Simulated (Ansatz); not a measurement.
## A computed series for BeSe: pressure series

Start from BeSe in the zinc blende structure (space group F-43m, No. 216; a = 5.082 Å).

Cell and atoms are relaxed at each pressure.

Level of theory: Kohn–Sham DFT with the LDA functional, run in Ansatz (an electronic-structure program) with PAW and 420 eV plane waves, scalar-relativistic without spin-orbit coupling.

```
pressure (GPa)  band gap (eV)
--------------  -------------
-2                       2.46
-1                          ?
0                        2.40
0.9                      2.38
2.1                      2.35
4.5                      2.29
9                        2.19
15                       2.06
```

Q: Fit E_g = E₀ + αP + βP² to the rows shown and predict the withheld row.

A: Least squares on the printed values gives E₀ = 2.40 eV, α = -26.0 meV/GPa, β = 0.21 meV/GPa² (largest residual 0.00 eV); this predicts 2.43 eV, and the run gives 2.43 eV, in agreement.

Load acts through the strain it causes; cell and atoms are relaxed under it. No phonon test of stability was made. Competing high-pressure phases were not computed.
